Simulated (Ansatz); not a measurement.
Ansatz (a quantum-chemistry and plane-wave program) is run on CaNiN (P4_2/mmc, 6 atoms in the cell), and the run fails. The aim is a self-consistent single point with DFT, PBEsol, plane waves, default PAW files made with PBE.

Cell that was meant: a = 3.6676 Å, b = 3.6676 Å, c = 7.1792 Å, α = 90.00°, β = 90.00°, γ = 90.00°.

Part of the input:

```yaml
    - [0.00000000, 3.66755800, 0.00000000]
    - [0.00000000, 0.00000000, 7.17923200]
  atoms:
    - { symbol: Ca., position: [0.00000000, 0.00000000, 0.25000000] }
    - { symbol: Ca, position: [0.00000000, 0.00000000, 0.75000000] }
    - { symbol: Ni, position: [0.50000000, 0.50000000, 0.00000000], spin: 2.0 }
    - { symbol: Ni, position: [0.50000000, 0.50000000, 0.50000000], spin: 2.0 }
```

Output, abridged:

```
Error: YAML parse error: error: line 7 column 17: `Ca.` is not an element symbol (H … Og, case-exact)
 --> <input>:7:17
  |
5 |     - [0.00000000, 0.00000000, 7.17923200]
6 |   atoms:
7 |     - { symbol: Ca., position: [0.00000000, 0.00000000, 0.25000000] }
  |                 ^ `Ca.` is not an element symbol (H … Og, case-exact)
8 |     - { symbol: Ca, position: [0.00000000, 0.00000000, 0.75000000] }
9 |     - { symbol: Ni, position: [0.50000000, 0.50000000, 0.00000000], spin: 2.0 }
  |
```

Read the log: what does the program object to, and what is the fix?

The fault is a mistyped element symbol. The symbol names no element. To fix it, correct the symbol. The program stopped before any SCF iteration.

The sound input it was made from differs as follows (other fixes are possible):
```diff
-    - { symbol: Ca., position: [0.00000000, 0.00000000, 0.25000000] }
+    - { symbol: Ca, position: [0.00000000, 0.00000000, 0.25000000] }
```

With that input, the run converged in 16 iterations: free energy E − TS (on the zero of these files) -15958.4259 eV; Fermi level (on the code's own zero) 9.36 eV; pressure -11.49 GPa; size of the cell's spin moment 0.30 μB (DFT, PBEsol, plane waves, default PAW files made with PBE).

On the sound input: the starting cell comes from a database of published, mostly measured structures (it also holds non-ambient and calculated ones), without a prior relaxation at this level. Its lattice was rescaled by a random factor within 2.5 % of one. The moments shrank to a small part of their start, a low-spin state that need not be the lowest. The program warned that a starting moment was not kept. With a pressure of about -11 GPa the cell is away from its equilibrium volume at this level. Ansatz's pressure includes its estimate of the finite-basis (Pulay) stress. Without a gap this mesh is coarse (it stands for a supercell whose shortest vector is 18 Å).
